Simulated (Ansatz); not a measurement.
GaBi (model structure, started from the litharge type, P4/mmm, No. 123, 4 atoms in the cell)

All values below come from PBEsol (plane waves, PAW; Ansatz, an electronic-structure program).

Numerical settings: plane-wave cutoff 500 eV, 12×12×10 k mesh (along the axes of the cell as run), Fermi–Dirac smearing 0.1 eV, scalar-relativistic PAW data made under PBE.

Cell (relaxed at this level):

```cif
data_BiGa
_chemical_formula_sum 'Ga1 Bi1'
_space_group_name_H-M_alt 'P4/mmm'
_space_group_IT_number 123
_space_group_name_Hall '-P 4 2'
_cell_length_a 3.53036
_cell_length_b 3.53036
_cell_length_c 3.95352
_cell_angle_alpha 90.000
_cell_angle_beta 90.000
_cell_angle_gamma 90.000
loop_
_atom_site_label
_atom_site_type_symbol
_atom_site_symmetry_multiplicity
_atom_site_Wyckoff_symbol
_atom_site_fract_x
_atom_site_fract_y
_atom_site_fract_z
_atom_site_occupancy
Ga1 Ga 1 d 0.50000 0.50000 0.50000 1
Bi1 Bi 1 a 0.00000 0.00000 0.00000 1
```
(The calculation used a cell of 4 atoms; values per cell refer to that cell.)

For GaBi (model structure, started from the litharge type, P4/mmm, No. 123, 4 atoms in the cell), the band gap is none.

Note: the relaxation could raise the start's symmetry but not lower it, so the cell can be a saddle point.

Spin–orbit coupling is not included; it can shift volumes and moduli of such heavy elements.

The computed numbers hold no vibrational or temperature effects.

It cost about 17 core-minutes (a rough figure) of CPU time.

A model structure was made by putting elements into a prototype or built by hand; it is no filed structure, need not be a known phase, and can be a saddle point held by its symmetry.
